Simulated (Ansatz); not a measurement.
The reference is BaHfO3 in the cubic perovskite structure (space group Pm-3m, No. 221).

```xyz
5
Lattice="4.1770 0.0000 0.0000 0.0000 4.1770 0.0000 0.0000 0.0000 4.1770" Properties=species:S:1:pos:R:3 pbc="T T T"
Ba     0.0000     0.0000     0.0000
Hf     2.0885     2.0885     2.0885
O      0.0000     2.0885     2.0885
O      2.0885     2.0885     0.0000
O      2.0885     0.0000     2.0885
```

Method: plane-wave PAW DFT at the r2SCAN level (Ansatz, a quantum-chemistry and plane-wave program, 500 eV), spin-orbit coupling left out.

The change: full substitution Hf → Zr; the structure is relaxed again.

Measured lattice parameter a: BaHfO3 4.171 Å (room temperature; as listed in Zhao, Hongsheng, Chang, Aimin, Wang, Yunlan, arXiv (2008)); BaZrO3 4.191 Å (temperature not stated; as listed in Evaestov, Robert A, arXiv (2010)).

Problem. How well does r2SCAN reproduce the measured shift?

Solution. With r2SCAN the lattice parameter a moves by +0.028 Å (4.177 → 4.205) against +0.020 Å measured.

No phonon test of stability was made.
